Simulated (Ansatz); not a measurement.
Subject: the energy of one form of SiC over another. The value is E(A) − E(B), in meV per atom.

A: SiC (2H, wurtzite, P6₃mc), 4 atoms in the cell, k-point mesh 12×12×8 on the run's own vectors.
```
CELL_PARAMETERS angstrom
      3.09181     0.00000     0.00000
     -1.54591     2.67759     0.00000
      0.00000     0.00000     5.07397
ATOMIC_POSITIONS crystal
  Si 0.33333 0.66667 0.99958
  Si 0.66667 0.33333 0.49958
  C  0.33333 0.66667 0.37542
  C  0.66667 0.33333 0.87542
```

B: SiC (3C, zinc blende, F-43m), 2 atoms in the cell, k-point mesh 14×14×14 on the run's own vectors.
```
CSi
1.0
    0.00000     2.18969     2.18969
    2.18969     0.00000     2.18969
    2.18969     2.18969     0.00000
Si C
1 1
Direct
  0.00000   0.00000   0.00000
  0.25000   0.25000   0.25000
```

All numbers come from Ansatz (a first-principles code), plane waves with PAW, its PAW set soft_1, cutoff 420 eV. The structures are at rest with PBE; other levels are single points on them. HSE06 runs on coarser k-point meshes, mended by the PBE difference between the two meshes. Neutral cells; Fermi-Dirac smearing of at most 0.05 eV in the solids, energies taken to zero width. The lattices are those relaxed with PBE, so at other levels the solids can be strained, which adds to the spread. A dispersion term (D3(BJ), or D4 for r2SCAN) was computed beside these levels and is taken off wherever the name lacks it. No zero-point or thermal terms.

Problem. Predict the value from HSE06.

Solution. 2 meV/atom for A less B, too close to call.

Problem. What do the other levels give, and how wide is the spread?

Solution. 
```json
[
 {"Functional": "PBE", "value (meV/atom)": "3", "less HSE06": "1"}
]
```

The levels span only 1 meV/atom, too little to tell them apart.
